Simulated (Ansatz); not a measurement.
A computed series for Pd: response to strain

Consider Pd in the fcc (Cu type) structure (space group Fm-3m, No. 225; a = 3.878 Å; relaxed with 0.1 eV smearing). Axes: x, y, z lie along the cube axes.

Strains are applied to the cell and any free atomic positions relax; under biaxial strain the out-of-plane vector relaxes too; under stress the whole cell relaxes.

The values are results of Ansatz (an electronic-structure program) PBEsol, without spin-orbit coupling, earlier PAW set, not measurements.

Notes on the quantities. energy relative to the base: free energy F; pressure: mean of the normal stresses, compression positive.

```json
[
 {"variant": "base", "energy relative to the base": "0 meV/atom", "volume per atom": "14.57 Å³", "pressure": "0.0 GPa"},
 {"variant": "biaxial strain +2.47 %, plane normal [001], relaxed out of plane", "energy relative to the base": "+7.6 meV/atom", "volume per atom": "14.74 Å³", "pressure": "-2.1 GPa"},
 {"variant": "biaxial strain −0.80 %, plane normal [110], relaxed out of plane", "energy relative to the base": "+1.7 meV/atom", "volume per atom": "14.47 Å³", "pressure": "1.6 GPa"},
 {"variant": "biaxial strain +2.31 %, plane normal [111], relaxed out of plane", "energy relative to the base": "+15 meV/atom", "volume per atom": "14.94 Å³", "pressure": "-4.4 GPa"},
 {"variant": "isotropic strain +4.47 %", "energy relative to the base": "+137 meV/atom", "volume per atom": "16.62 Å³", "pressure": "-18.5 GPa"},
 {"variant": "uniaxial strain ε_yy = +0.81 %", "energy relative to the base": "+0.7 meV/atom", "volume per atom": "14.69 Å³", "pressure": "-1.6 GPa"},
 {"variant": "uniaxial strain ε_yy = +1.16 %", "energy relative to the base": "+1.5 meV/atom", "volume per atom": "14.74 Å³", "pressure": "-2.3 GPa"},
 {"variant": "tensor shear ε_yz = −0.96 %", "energy relative to the base": "+1.5 meV/atom", "volume per atom": "14.57 Å³", "pressure": "0.1 GPa"},
 {"variant": "uniaxial stress, 2 GPa compression along x", "energy relative to the base": "+2.2 meV/atom", "volume per atom": "14.53 Å³", "pressure": "–"},
 {"variant": "tensor shear ε_yz = −0.60 %", "energy relative to the base": "+0.6 meV/atom", "volume per atom": "14.57 Å³", "pressure": "0.0 GPa"}
]
```

Stability under load was not tested beyond the relaxation. The final runs are not spin-polarised. Pd lies near a magnetic instability that expansion can trigger; it was not tested.
